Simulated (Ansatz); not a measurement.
Consider MoSi2 (space group I4/mmm, No. 139; a = 3.217 Å, c = 7.873 Å).

Calculations: PBE (Ansatz, a first-principles code, PAW, no spin-orbit coupling).

Before the change:

| Item | Value |
|---|---|
| Pressure | 0.0 GPa |

Now apply this change: every lattice vector is stretched by 5.74 %, atoms relaxed at fixed cell.

Q: Estimate the effect on the largest internal atomic displacement.

A: The largest internal atomic displacement comes out as 0.031 Å.

Q: Estimate the effect on the pressure.

A: The pressure (mean of the normal stresses, compression positive) goes from zero to -23.3 GPa.

The cells carry an imposed strain or load. Stability against distortions was not tested. All final runs are without spin polarisation.
